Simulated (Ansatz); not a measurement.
**CO on the 1x1 (100) surface of fcc Cu, one in a 2x2 cell, started at the site 'hollow Cu-Cu-Cu-Cu over Cu at depth 1.8 Å'**

These are r2SCAN, at the PBE geometry (plane waves to 500 eV, PAW; Ansatz, a program for electronic structure) values and carry that method's errors.

Slab: 18 atoms, 5.3 Å thick at the start under the adsorbate (thin: gaps and levels are the slab's own); k 6x6x1, smearing 0.1 eV, dipole-corrected; single point; on the structure that PBE left under its start's symmetry; no spin, no spin-orbit, no U, no dispersion correction. At the end it is bonded to 4 Cu. In PBE this state lies 0.06 eV over the lowest of the starts that converged ('bridge Cu-Cu (span 2.6 Å)').

| Property | Value |
|---|---|
| adsorption energy against CO(g) at the same level | -911 meV |
| work function of the top face | 5.44 eV |
| change of the work function | 0.90 eV |
| change of the step from the bottom to the top vacuum level, against the clean slab | 0.91 eV |
| height of the binding atom over the mean of the host atoms within 0.3 Å of the top one | 1.173 Å |
| nearest host atoms of the binding atom | Cu at 2.14 Å, Cu at 2.14 Å, Cu at 2.14 Å |
| cost | roughly 5 core-minutes |

A negative adsorption energy means that the adsorbate is more stable on the surface than in its reference.
